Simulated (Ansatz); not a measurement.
An Ansatz (a program for electronic structure) run: hypothetical rutile SnS2 with a change (Sn → Ge); Kohn–Sham DFT with the PBEsol functional, run in Ansatz with PAW and 420 eV plane waves, no SOC, earlier PAW set.

Input:

Ansatz 0.2 input:
```yaml
crystal:
  lattice:
    - [5.7846962804, 0, 0]
    - [0, 5.7846962804, 0]
    - [0, 0, 3.4944232591]
  atoms:
    - { symbol: Ge, position: [0, 0, 0] }
    - { symbol: Ge, position: [0.5, 0.5, 0.5] }
    - { symbol: S, position: [0.3081761077, 0.3081761077, 0] }
    - { symbol: S, position: [0.8081761077, 0.1918238923, 0.5] }
    - { symbol: S, position: [0.1918238923, 0.8081761077, 0.5] }
    - { symbol: S, position: [0.6918238923, 0.6918238923, 0] }
basis: { ecutwfc: 420, ecutrho_ratio: 4, xc_grid: 2, fft_grid_basis: typed }
kpoints: { mp_grid: { grid: [8, 8, 13] } }
hamiltonian:
  xc: pbesol
  dispersion: none
  pseudopotentials: { azcp: { folder: ./paw }, kind: paw }
scf: { occupations: { method: fermi_dirac, width: 0.05 }, convergence: { dr2_threshold: 0.0000000006 } }
output: { forces: true, stress: true }
checkpoint: { write: state.ck, write_every: 1000 }
```

Output:

```
WARN ansatz: RAYON_NUM_THREADS=1 ignored (pool sized by the plan → 1); use --threads N
Pseudopotentials: kind: paw
Pseudopotential: Ge, paw, valence charge 14
Pseudopotential: S, paw, valence charge 6
Functional definition: PBEsol
Crystal: 6 atoms, lattice volume = 116.933 Å³
Basis set: ecut = 420 eV, 2279 PW (Γ), exchange–correlation on 80×80×48 points (8 copies of the dense FFT grid, shifted against one another)
Bands: 32, of which v1, the nominal top of the filled ones, is band 26 counted from 1 (25 counted from 0)
Symmetry: 16 space group operations
Space group: P42/mnm (ITA 136), of the structure as read, at distance tolerance 4.9e-5 Å
k-points: 105 of 832
PAW frozen core: Ge, regenerated for the run's functional, and the local potential with it
PAW frozen core: S, regenerated for the run's functional, and the local potential with it
Initial density: superposition of atomic densities (chi_scale 0.1, normalization cell, long waves kept (reshape's long-wave potential 0.00 eV rms))
Initial wavefunctions: pseudopotential atomic-orbital guess
Eigensolver: davidson
Functional: x = pbesol(κ = 0.804, μ = 0.12345679012345678), c = pbesol(β = 0.046)
SCF iter   1: F=—  HF=-12047.252387 eV  |F-HF|=—  |Δ(HF+E_count)|=         —  Δρ=4.18e-2  dr2=1.05e0  ethr=3.10e-3  ⟨swp⟩=7.4  Hψ=16048  notcnv=0  defer=2
all-band conjugate gradients solve this SCF's bands
preconditioner: auto → Kerker (q_TF=auto, 2.384 Å⁻¹)
SCF iter   2: F=—  HF=-12047.040833 eV  |F-HF|=—  |Δ(HF+E_count)|=   2.12e-1  Δρ=2.30e-2  dr2=3.45e-1  ethr=2.03e-3  ⟨swp⟩=2.0  Hψ=4376  notcnv=0  defer=8
SCF iter   3: F=—  HF=-12046.949894 eV  |F-HF|=—  |Δ(HF+E_count)|=   9.09e-2  Δρ=2.68e-3  dr2=8.99e-3  ethr=6.64e-4  ⟨swp⟩=2.6  Hψ=5215  notcnv=0  defer=51
SCF iter   4: F=—  HF=-12046.951426 eV  |F-HF|=—  |Δ(HF+E_count)|=   1.53e-3  Δρ=9.20e-4  dr2=1.32e-3  ethr=1.73e-5  ⟨swp⟩=2.2  Hψ=4439  notcnv=0  defer=53
SCF iter   5: F=—  HF=-12046.951899 eV  |F-HF|=—  |Δ(HF+E_count)|=   4.73e-4  Δρ=2.16e-4  dr2=5.15e-5  ethr=2.53e-6  ⟨swp⟩=2.8  Hψ=6058  notcnv=0  defer=53
SCF iter   6: F=—  HF=-12046.951963 eV  |F-HF|=—  |Δ(HF+E_count)|=   6.43e-5  Δρ=1.23e-4  dr2=2.08e-5  ethr=9.90e-8  ⟨swp⟩=2.0  Hψ=5895  notcnv=0  defer=53
SCF iter   7: F=—  HF=-12046.951941 eV  |F-HF|=—  |Δ(HF+E_count)|=   2.27e-5  Δρ=3.92e-5  dr2=1.50e-6  ethr=4.01e-8  ⟨swp⟩=2.0  Hψ=5750  notcnv=0  defer=53
SCF iter   8: F=—  HF=-12046.951940 eV  |F-HF|=—  |Δ(HF+E_count)|=   6.66e-7  Δρ=8.19e-6  dr2=1.14e-7  ethr=2.89e-9  ⟨swp⟩=2.0  Hψ=4601  notcnv=0  defer=53
SCF iter   9: F=—  HF=-12046.951940 eV  |F-HF|=—  |Δ(HF+E_count)|=   2.99e-8  Δρ=2.74e-6  dr2=1.72e-8  ethr=2.19e-10  ⟨swp⟩=2.0  Hψ=6031  notcnv=0  defer=53
SCF iter  10: F=—  HF=-12046.951940 eV  |F-HF|=—  |Δ(HF+E_count)|=   2.58e-9  Δρ=7.98e-7  dr2=1.31e-9  ethr=3.32e-11  ⟨swp⟩=2.0  Hψ=6040  notcnv=0  defer=53
SCF iter  11: F=-12046.951940 eV  HF=-12046.951940 eV  |F-HF|=6.00e-11  |Δ(HF+E_count)|=  9.20e-10  Δρ=2.62e-7  dr2=9.62e-11  ethr=1.15e-12  ⟨swp⟩=5.0  Hψ=12111  notcnv=0
SCF 1 converged in 11 iterations: F = -12046.951940 eV  dr2 = 9.62e-11
SCF converged after 11 iterations
Free energy (F): -12046.951940 eV
Harris-Foulkes:  -12046.951940 eV  (|F-HF|=6.00e-11)
Internal energy: -12046.945744 eV  (E = F + TS)
E sigma→0 (E₀):  -12046.948842 eV
Entropy (-TS):   -0.006196 eV (-1.033 meV/atom)
Fermi energy:    7.288403 eV
--- Per-component energies (eV) ---
  E_band       = -327.649189
  E_kinetic    = 606.839163
  E_local      = -5422.865659  (includes V_loc(G=0)·N_el)
  E_nonlocal   = 583.518681
  E_hartree    = 2498.227908
  E_xc         = -491.910118
  E_vxc        = -457.959653  (∫ρ·V_xc dr)
  E_paw        = -6320.691054  (= ΣΔE_a)
  E_vpaw       = -633.637328  (= ΣTr[D̂ρ^β])
  E_aug_tail   = 0.000028  (compensation charges beyond the density's cutoff)
  E_ewald      = -3502.148366
  E_core_change = 2.083673  (= ΣΔE_core)
  E_smearing   = -0.006196  (= −TS)
  E_closure    = -0.000000  (closes the sum)
  Σ components = -12046.951940   (vs F -12046.951940, Δ=0.00e0)
  [band-id]    e_kinetic+e_local+e_nonlocal+2·e_hartree+e_vxc+e_vpaw+e_augmentation_tail = -327.648951   (vs E_band -327.649189, Δ=2.38e-4)
--- Forces (eV/Å), atoms counted from 1 ---
  atom   1  Ge     0.00000000    -0.00000000     0.00000000
  atom   2  Ge     0.00000000     0.00000000     0.00000000
  atom   3  S     -0.00001446    -0.00001446     0.00000000
  atom   4  S     -0.00001446     0.00001446     0.00000000
  atom   5  S      0.00001446    -0.00001446     0.00000000
  atom   6  S      0.00001446     0.00001446     0.00000000
  max |Σ_I F_I| component: 1.39e-17 eV/Å
--- Stress (GPa, compression-positive) ---
       -0.000430       0.000000       0.000000
        0.000000      -0.000430       0.000000
        0.000000       0.000000       0.000518
  P = ⅓ Tr σ = -0.0001 GPa (-0.001 kbar)
  The stress holds the Pulay correction. Without it, at fixed plane waves, as pw.x and ABINIT print it: P = -0.0437 GPa
  The stress includes an estimate of the error left by incomplete SCF convergence (largest component -0.0000 GPa).
--- Band table ---
  band table: none
```

Whether these cells are dynamically stable was not tested. The final runs are not spin-polarised. The cell was made from SnS2 by this change: Sn → Ge; the result is a hypothetical phase, not in the database extracts checked.
